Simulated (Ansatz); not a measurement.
PBE against PBEsol: hypothetical diamond Te, uniaxial strain ε_yy = +0.89 %

Take Te in the diamond structure (space group Fd-3m, No. 227; a = 7.1865 Å; a hypothetical phase, not in the database extracts checked; relaxed with 0.1 eV smearing) as the base. Axes: x, y, z lie along the cube axes.

(Cell as relaxed with PBE.)

Levels (all Ansatz, an electronic-structure program, PAW): PBE (420 eV, scalar-relativistic without spin-orbit coupling); PBEsol (420 eV, scalar-relativistic without spin-orbit coupling).

Each level relaxes its own structure.

| base | PBE | PBEsol |
|---|---|---|
| volume per atom | 46.39 Å³ | 44.00 Å³ |
| lattice parameter a | 7.186 Å | 7.061 Å |
| band gap | zero | zero |

It is then changed as follows: uniaxial strain ε_yy = +0.89 %, all other strain components held at zero, atoms relaxed at fixed cell.

```json
[
 {"quantity": "energy relative to the base (free energy F)", "PBE": "+0.2 meV/atom", "PBEsol": "+0.3 meV/atom"},
 {"quantity": "band gap", "PBE": "zero", "PBEsol": "zero"},
 {"quantity": "shortest interatomic distance", "PBE": "3.121 Å", "PBEsol": "3.066 Å"},
 {"quantity": "pressure (mean of the normal stresses, compression positive)", "PBE": "-0.2 GPa", "PBEsol": "-0.3 GPa"}
]
```

PBE's shortest interatomic distance lies 0.055 Å above PBEsol's (1.8 %); the two agree on the band gap. Neither level is exact; PBEsol is the comparison here, not a measurement.

Whether these cells are dynamically stable was not tested.
